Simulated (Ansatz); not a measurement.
The parent structure is P (space group I4_132, No. 214; a hypothetical phase, not in the database extracts checked).

```cif
data_P8
_chemical_formula_sum 'P8'
_space_group_name_H-M_alt 'I4132'
_space_group_IT_number 214
_space_group_name_Hall 'I 4bd 2c 3'
_cell_length_a 6.02935
_cell_length_b 6.02935
_cell_length_c 6.02935
_cell_angle_alpha 90.000
_cell_angle_beta 90.000
_cell_angle_gamma 90.000
loop_
_atom_site_label
_atom_site_type_symbol
_atom_site_symmetry_multiplicity
_atom_site_Wyckoff_symbol
_atom_site_fract_x
_atom_site_fract_y
_atom_site_fract_z
_atom_site_occupancy
P1 P 8 a 0.12500 0.12500 0.12500 1
```
(The calculation used a cell of 4 atoms; values per cell refer to that cell.)

Levels (all Ansatz, an electronic-structure program, PAW): PBEsol (420 eV, without spin-orbit coupling); r2SCAN (500 eV, no spin-orbit coupling).

The geometry is relaxed with PBEsol.

```
Property          Result
---------------  -------
PBEsol pressure  0.0 GPa
```

What does r2SCAN give at this geometry for the pressure?

The pressure goes from zero to -0.8 GPa.

Single points use the geometry relaxed with PBEsol. Their cutoffs differ, which shifts pressures a little. Stability against distortions was not tested.
